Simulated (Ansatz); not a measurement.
Take CdSe in the wurtzite structure (space group P6_3mc, No. 186) as the base.

CdSe has the hexagonal space group P6₃mc (No. 186), the wurtzite structure, Pearson symbol hP4. Conventional cell: a = b = 4.383 Å, c = 7.154 Å, α = β = 90.00°, γ = 120.00°. Cd on 2b has 4 Se at 2.682–2.688 Å (tetrahedral). Se on 2b is coordinated by 4 Cd at 2.682–2.688 Å (tetrahedral). (Neighbours: up to the widest gap in distance over summed covalent radii, below 1.35, at either atom; cation-cation and far metal-metal contacts left out.)

The values are results of Kohn–Sham DFT with the PBE functional, run in Ansatz (an electronic-structure program) with PAW and 420 eV plane waves, no SOC, not measurements.

Strains are applied to the cell and any free atomic positions relax.

One change was made to it. Results:

The band gap rises by 0.08 eV (0.54 eV → 0.62 eV); the pressure (mean of the normal stresses, compression positive) goes from zero to 1.76 GPa; the valence-band top at Γ (three highest levels, from the VBM) becomes 0.00, 0.00, -0.05 eV (base: 0.00, 0.00, -0.04 eV).

Problem. Which of these changes matches the shifts?
(A) isotropic strain −2.40 %
(B) isotropic strain −1.80 %
(C) isotropic strain −0.60 %
(D) isotropic strain −1.20 %

Solution. D, isotropic strain −1.20 %. For comparison, the pressure in the other runs: isotropic strain −1.80 % gives 2.76 GPa; isotropic strain −2.40 % gives 3.86 GPa; isotropic strain −0.60 % gives 0.84 GPa.

Gaps are read on the SCF mesh and a high-symmetry path. Stability against distortions was not tested.
